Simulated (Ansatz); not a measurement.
The reference is C in the diamond structure (space group Fd-3m, No. 227; a = 3.560 Å). Axes: x, y, z lie along the cube axes.

Level of theory: r2SCAN in Ansatz (plane waves to 500 eV, PAW, no SOC).

Base values:

| Item | Result |
|---|---|
| Valley order | a point along ⟨100⟩, about 1.3 Å⁻¹ from Γ 4.36 eV |

One thing is altered: biaxial strain +0.50 %, plane normal [001], relaxed out of plane (Cartesian); in-plane vectors clamped, the third vector and the atoms free.

Q: Predict the new energy relative to the base, in-plane stress, out-of-plane strain and valley order.

A: The energy goes up by 1.0 meV/atom; the mean in-plane stress (compression positive) is -5.9 GPa; the out-of-plane strain amounts to -0.11 %; the valley order (the lowest conduction-band minima on the path, energy above the VBM, named in the base's zone) changes from a point along ⟨100⟩, about 1.3 Å⁻¹ from Γ 4.36 eV to a point along [001], about 1.3 Å⁻¹ from Γ 4.18 eV; a point along [100], about 1.3 Å⁻¹ from Γ 4.33 eV.

The levels and masses belong to the bands next to the band gap. No phonon test of stability was made.

Ansatz is an electronic-structure program.
